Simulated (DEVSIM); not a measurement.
System: Si p+/n-/n+ power diode, at 300 K.

Layer 1 from the left is Si, thickness (μm) 0.580, Na (cm⁻³) 8.7e18, τn (s) 0.002, τp (s) 0.0002. Layer 2 from the left is Si, thickness (μm) 42.0, Nd (cm⁻³) 8.1e14, τn (s) 0.0002, τp (s) 0.0002. Layer 3 from the left is Si, thickness (μm) 2.60, Nd (cm⁻³) 2.7e18, τn (s) 0.0002, τp (s) 0.0002.

Left contact: ohmic. Right contact: ohmic. Voltage is applied to the left contact. Recombination: SRH at mid-gap, Auger. Gap narrowing is on: ΔEg = 6.92 meV × (l + √(l² + 0.5)), l = ln(N/1.3e17 cm⁻³), shared equally by both band edges. Mobility is μmin + (μ − μmin)/(1 + (N/Nref)^α).

The device is made up for the run: typed textbook-type constants, with dimensions and the other settings drawn at random. Values at 300 K.

Si: gap (eV) 1.124, affinity (eV) 4.05, permittivity 11.7, Nc (cm⁻³) 2.86e19, Nv (cm⁻³) 3.1e19, μn (cm²/Vs) 1417, μp (cm²/Vs) 470, μn,min 52, μp,min 45, Nref,n 9.7e16, Nref,p 2.2e17, αn 0.68, αp 0.72, Cn (cm⁶/s) 2.8e-31, Cp (cm⁶/s) 9.9e-32.

Model (solved in DEVSIM): 1D drift-diffusion, Boltzmann statistics, complete ionisation; no tunnelling, impact ionisation, image-force lowering or self-heating.

### Question
What does the simulation give for the dark forward voltage at 1 A/cm², the dark forward voltage at 100 A/cm²?

### Answer
dark forward voltage at 1 A/cm² 0.706 V; dark forward voltage at 100 A/cm² 0.841 V.
